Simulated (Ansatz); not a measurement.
The parent structure is Cr2N (space group P-31m, No. 162; a = 4.719 Å, c = 4.359 Å; non-magnetic).

Method: PBEsol (Ansatz, an electronic-structure program), no SOC.

One change was made to it. Results:

```csv
quantity,base,after
density,6.99 g/cm³,7.06 g/cm³
shortest interatomic distance,1.895 Å,1.889 Å
```

**Question.** Which of these changes matches the shifts?
A) pressure 0.7 GPa
B) pressure −2 GPa
C) pressure 0.3 GPa
D) pressure 3 GPa

**Answer.** D, pressure 3 GPa. For comparison, the density in the other runs: pressure 0.7 GPa gives 7.01 g/cm³; pressure 0.3 GPa gives 7.00 g/cm³; pressure −2 GPa gives 6.95 g/cm³.

Load acts through the strain it causes; cell and atoms are relaxed under it. Stability against distortions was not tested. Starting moments died away, wholly or in part, for the base; another magnetic solution may exist. The final runs are not spin-polarised. An odd electron count without spin: Cr2N.
